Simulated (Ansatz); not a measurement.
Base system: SnTeO3 (space group R3c, No. 161; a = 6.531 Å, c = 14.222 Å (hexagonal axes); a hypothetical phase, not in the database extracts checked).

Structures relaxed with PBE/PAW in Ansatz (a program for electronic structure), no spin-orbit coupling.

Base:

Simulated powder pattern, Mo Kα, λ = 0.71073 Å (kinematic, ideal powder, no thermal factors, no anomalous dispersion; the 14 strongest lines at most, above 2 %, up to 2θ = 40°):

| 2θ (°) | I/Imax (%) | hkl |
|---|---|---|
| 9.21 | 21 | (012) |
| 12.50 | 100 | (110) |
| 13.56 | 67 | (104) |
| 18.48 | 38 | (024) |
| 21.35 | 22 | (116) |
| 21.73 | 28 | (300) |
| 22.37 | 45 | (214) |
| 24.19 | 8.4 | (018) |
| 25.14 | 15 | (220) |
| 27.87 | 8.8 | (306) |
| 28.67 | 18 | (134) |
| 33.47 | 16 | (410) |
| 33.90 | 12 | (324) |
| 34.93 | 9.8 | (2 1 10) |

The change: a hydrostatic pressure of 0.7 GPa.

After the change:

Simulated powder pattern, Mo Kα, λ = 0.71073 Å (kinematic, ideal powder, no thermal factors, no anomalous dispersion; the 14 strongest lines at most, above 2 %, up to 2θ = 40°):

| 2θ (°) | I/Imax (%) | hkl |
|---|---|---|
| 9.32 | 18 | (012) |
| 12.59 | 100 | (110) |
| 13.78 | 68 | (104) |
| 18.70 | 39 | (024) |
| 21.68 | 18 | (116) |
| 21.89 | 28 | (300) |
| 22.61 | 46 | (214) |
| 24.64 | 10 | (018) |
| 25.33 | 15 | (220) |
| 28.94 | 18 | (134) |
| 30.59 | 9.7 | (128) |
| 33.72 | 16 | (410) |
| 34.20 | 12 | (324) |
| 35.50 | 8.2 | (2 1 10) |

The indices refer to the base's conventional cell; one index is shown for lines that coincide.

Load acts through the strain it causes; cell and atoms are relaxed under it. No phonon test of stability was made.
